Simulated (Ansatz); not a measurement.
Consider MoS2 in the 2H-MoS2 type structure (space group P6_3/mmc, No. 194; a = 3.149 Å, c = 12.091 Å; layered, stacked along the Cartesian z axis).

It is then changed as follows: an isotropic linear strain of +0.39 %, atoms relaxed at fixed cell.

Level of theory: Ansatz (an electronic-structure program), PBE-D3(BJ), PAW, cutoff 420 eV, no spin-orbit coupling, earlier PAW set.

Base, band edges from the VBM (valence, conduction): K -0.64, 1.06; H -0.76, 1.06; M -1.34, 1.60; L -1.41, 1.63; A -0.27, 2.08; Γ 0.00, 2.08 eV.

Give the band edges at the high-symmetry points of the new zone, measured from its valence-band maximum.


```tsv
point	valence edge (eV)	conduction edge (eV)
Γ	0.00	2.05
M	-1.34	1.55
K	-0.66	1.00
A	-0.26	2.05
L	-1.40	1.58
H	-0.77	1.00
```

The gap is 0.79 eV, indirect, Γ → K–Γ (47 % along).

No phonon test of stability was made.
